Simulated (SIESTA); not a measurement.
## SIESTA run on VOs (Pm-3m, 2 atoms in the cell): self-consistent single point

Method of the run: SIESTA with GGA PBEsol, numerical atomic orbitals DZP, PseudoDojo PBEsol standard norm-conserving potentials (rewritten from UPF to PSML).

This input was run:

```
# files in the folder: V.psml Os.psml (PseudoDojo PBEsol standard)
SystemName  VOs
SystemLabel siesta

NumberOfAtoms                2
NumberOfSpecies              2
%block ChemicalSpeciesLabel
  1 23 V
  2 76 Os
%endblock ChemicalSpeciesLabel
LatticeConstant              1.0 Ang
%block LatticeVectors
     2.942664000    0.000000000    0.000000000
     0.000000000    2.942664000    0.000000000
     0.000000000    0.000000000    2.942664000
%endblock LatticeVectors
AtomicCoordinatesFormat      Ang
%block AtomicCoordinatesAndAtomicSpecies
     0.000000000    0.000000000    0.000000000  1
     1.471332000    1.471332000    1.471332000  2
%endblock AtomicCoordinatesAndAtomicSpecies

XC.functional                GGA
XC.authors                   PBEsol
PAO.BasisSize                DZP
PAO.EnergyShift              0.005 Ry
MeshCutoff                   400 Ry
%block kgrid.MonkhorstPack
    9   0   0  0.0
    0   9   0  0.0
    0   0   9  0.0
%endblock kgrid.MonkhorstPack
OccupationFunction           FD
ElectronicTemperature        1160.45 K
Spin                         polarized
%block DM.InitSpin
  1 +2.00
  2 +0.00
%endblock DM.InitSpin

MaxSCFIterations             150
SCF.Mixer.Method             Pulay
SCF.Mixer.Weight             0.1
SCF.Mixer.History            8
SCF.DM.Tolerance             1.0E-04
Diag.ParallelOverK           true
WriteForces                  true
Charge.Mulliken              end
```

Log, with long lists cut:

```
reinit: Reading from file input.fdf

reinit: System Name: VOs
reinit: System Label: siesta

NOTE on units for spin output:
{S} is the spin magnetic moment, in units of the Bohr magneton,
assuming a g-factor for the electron spin of exactly 2.
The spin magnetic moment is then numerically equal to the charge inbalance,
in units of electrons, between the spin-up and -down channels.

coor:   Atomic-coordinates input format  =     Cartesian coordinates
coor:                                          (in Angstroms)

siesta: Atomic coordinates (Bohr) and species
siesta:      0.00000   0.00000   0.00000  1        1
siesta:      2.78041   2.78041   2.78041  2        2

siesta: System type = bulk

initatomlists: Number of atoms, orbitals, and projectors:      2    38    50

siesta: ******************** Simulation parameters ****************************
redata: Spin configuration                          = collinear
redata: Time-Reversal Symmetry                      = T
redata: Number of Atomic Species                    =        2
redata: Mesh Cutoff                                 =   400.0000 Ry
redata: Net charge of the system                    =     0.0000 |e|
redata: Min. number of SCF Iter                     =        0
redata: Max. number of SCF Iter                     =      150
redata: SCF convergence failure will abort job
redata: SCF mix quantity                            = Hamiltonian
redata: Mix DM or H after convergence               =   F
redata: Recompute H after scf cycle                 =   F
redata: Mix DM in first SCF step                    =   T
redata: No kicks to SCF
redata: DM Mixing Weight for Kicks                  =     0.5000
redata: Require Harris convergence for SCF          =   F
redata: Harris energy tolerance for SCF             =     0.000100 eV
redata: Require DM convergence for SCF              =   T
redata: DM tolerance for SCF                        =     0.000100
   [... lines left out ...]
diag: Used triangular part                          = Lower
diag: Absolute tolerance                            =  0.100E-15
diag: Orthogonalization factor                      =  0.100E-05
diag: Memory factor                                 =  1.0000

superc: Internal auxiliary supercell:     7 x     7 x     7  =     343
superc: Number of atoms, orbitals, and projectors:    686  13034  17150

                        Single-point calculation

superc: Internal auxiliary supercell:     7 x     7 x     7  =     343
superc: Number of atoms, orbitals, and projectors:    686  13034  17150

outcell: Unit cell vectors (Ang):
        2.942664    0.000000    0.000000
        0.000000    2.942664    0.000000
        0.000000    0.000000    2.942664

outcell: Cell vector modules (Ang)   :    2.942664    2.942664    2.942664
outcell: Cell angles (23,13,12) (deg):     90.0000     90.0000     90.0000
outcell: Cell volume (Ang**3)        :     25.4813
new_DM -- step:     1
Initializing Density Matrix...

Attempting to read DM from file... Failed...
DM filled with atomic data (user-defined):

InitMesh: MESH = 36 x 36 x 36 = 46656
InitMesh: Mesh cutoff (required, used) =   400.000   413.643 Ry

stepf: Fermi-Dirac step function
        iscf     Eharris(eV)        E_KS(eV)     FreeEng(eV)     dDmax    Ef(eV) dHmax(eV)
   scf:    1    -4726.071694    -4756.202831    -4756.247419  0.725507 -4.387019  8.542123
     spin moment: {S} , |S| = {        0.0        0.0    0.80704 }     0.80704
   scf:    2    -4758.116811    -4757.347672    -4757.393199  0.074687 -4.494756  5.301873
     spin moment: {S} , |S| = {        0.0        0.0    0.79509 }     0.79509
   scf:    3    -4758.219570    -4757.828677    -4757.876331  0.060535 -4.716535  3.165557
     spin moment: {S} , |S| = {        0.0        0.0    0.78776 }     0.78776
   scf:    4    -4758.528582    -4758.293184    -4758.350337  0.131533 -5.422848  0.296653
     spin moment: {S} , |S| = {        0.0        0.0    0.76066 }     0.76066
   scf:    5    -4758.133830    -4758.240810    -4758.309776  0.058201 -5.264395  1.410765
     spin moment: {S} , |S| = {        0.0        0.0    0.49738 }     0.49738
   scf:    6    -4758.165067    -4758.291086    -4758.362562  0.041106 -5.385943  0.825588
   [... lines left out ...]
   scf:   13    -4758.321947    -4758.321104    -4758.402329  0.015500 -5.318475  0.006502
     spin moment: {S} , |S| = {        0.0        0.0    0.02487 }     0.02487
   scf:   14    -4758.321101    -4758.321103    -4758.402335  0.000815 -5.318756  0.004090
     spin moment: {S} , |S| = {        0.0        0.0    0.02232 }     0.02232
   scf:   15    -4758.321100    -4758.321101    -4758.402336  0.000179 -5.318751  0.004065
     spin moment: {S} , |S| = {        0.0        0.0    0.02154 }     0.02154
   scf:   16    -4758.321176    -4758.321086    -4758.402350  0.004631 -5.318341  0.000207
     spin moment: {S} , |S| = {        0.0        0.0    0.00153 }     0.00153
   scf:   17    -4758.321087    -4758.321086    -4758.402350  0.000302 -5.318324  0.000069
     spin moment: {S} , |S| = {        0.0        0.0    0.00022 }     0.00022
   scf:   18    -4758.321086    -4758.321086    -4758.402350  0.000088 -5.318299  0.000111
     spin moment: {S} , |S| = {        0.0        0.0   -0.00015 }    -0.00015
SCF Convergence by DM+H criterion
max |DM_out - DM_in|         :     0.0000880627
max |H_out - H_in|      (eV) :     0.0001108772
SCF cycle converged after 18 iterations

Using DM_out to compute the final energy and forces

siesta: E_KS(eV) =            -4758.3211

siesta: E_KS - E_eggbox =     -4758.3211

siesta: Atomic forces (eV/Ang):
     1   -0.000000    0.000000   -0.000000
     2    0.000000    0.000000    0.000000
   Tot   -0.000000    0.000000    0.000000
   Max    0.000000
   Res    0.000000    sqrt( Sum f_i^2 / 3N )
   Max    0.000000    constrained

Stress tensor Voigt[x,y,z,yz,xz,xy] (kbar):     -168.86     -168.86     -168.86       -0.00        0.00        0.00
(Free)E + p*V (eV/cell)    -4755.7167
Target enthalpy (eV/cell)    -4758.4023

siesta: Program's energy decomposition (eV):
siesta: Ebs     =     -1017.013814
siesta: Eions   =      6707.519403
siesta: Ena     =      1012.999052
siesta: Ekin    =      1590.496009
siesta: Enl     =       165.244068
siesta: Eso     =         0.000000
siesta: Edftu   =         0.000000
siesta: DEna    =        48.647120
siesta: DUscf   =         1.177090
siesta: DUext   =         0.000000
siesta: Ex      =      -809.286679
siesta: Ec      =       -60.078345
siesta: Exc     =      -869.365024
siesta: Eharris =     -4758.321086
siesta: Etot    =     -4758.321086
siesta: FreeEng =     -4758.402350

siesta: Stress tensor (static) (eV/Ang**3):
siesta:    -0.105396    0.000000    0.000000
siesta:     0.000000   -0.105396   -0.000000
siesta:     0.000000   -0.000000   -0.105396

siesta: Cell volume =         25.481326 Ang**3

siesta: Pressure (static):
siesta:                Solid            Molecule  Units
siesta:           0.00114791          0.00114791  Ry/Bohr**3
siesta:           0.10539590          0.10539590  eV/Ang**3
siesta:         168.86284363        168.86284363  kBar

mulliken: Atomic and Orbital Populations:

mulliken: Spin UP

Species: V
Atom  Qatom  Qorb
               3s      4s      4s      3py     3pz     3px     4py     4pz
               4px     3dxy    3dyz    3dz2    3dxz    3dx2-y2 3dxy    3dyz
               3dz2    3dxz    3dx2-y2
   [... lines left out ...]
               6px     5dxy    5dyz    5dz2    5dxz    5dx2-y2 5dxy    5dyz
               5dz2    5dxz    5dx2-y2
   2  7.986   0.906   0.229   0.037   0.983   0.983   0.983   0.173   0.173
              0.173   0.853   0.853   0.634   0.853   0.634  -0.115  -0.115

             -0.069  -0.115  -0.069

mulliken: Qtot =       14.500

mulliken: Spin DOWN

Species: V
Atom  Qatom  Qorb
               3s      4s      4s      3py     3pz     3px     4py     4pz
               4px     3dxy    3dyz    3dz2    3dxz    3dx2-y2 3dxy    3dyz
               3dz2    3dxz    3dx2-y2
   1  6.514   0.963   0.138   0.075   0.985   0.985   0.985   0.170   0.170
              0.170   0.494   0.494   0.387   0.494   0.387  -0.076  -0.076

             -0.076  -0.076  -0.076

Species: Os
Atom  Qatom  Qorb
               5s      6s      6s      5py     5pz     5px     6py     6pz
               6px     5dxy    5dyz    5dz2    5dxz    5dx2-y2 5dxy    5dyz
               5dz2    5dxz    5dx2-y2
   2  7.986   0.906   0.229   0.037   0.983   0.983   0.983   0.173   0.173
              0.173   0.853   0.853   0.634   0.853   0.634  -0.115  -0.115

             -0.069  -0.115  -0.069

mulliken: Qtot =       14.500

Mulliken Atomic Populations:
Atom #   charge [q] valence [e]      Sz [e]  Species
     1    -0.027490   13.027490   -0.000195  V
     2     0.027490   15.972510    0.000050  Os
 Total    -0.000000               -0.000145
```

The run converged in 18 iterations.

The starting cell comes from a database of computed structures (which also holds hypothetical and non-ambient phases and stackings), without a prior relaxation at this level. Its lattice was rescaled by a random factor within 2.5 % of one. The starting moments vanished: the run ended non-magnetic, which need not be the lowest state. Values carry the incompleteness of an atom-centred basis. With a pressure of about 17 GPa the cell is away from its equilibrium volume at this level.

Cost on one core of a shared machine: roughly 2 min.
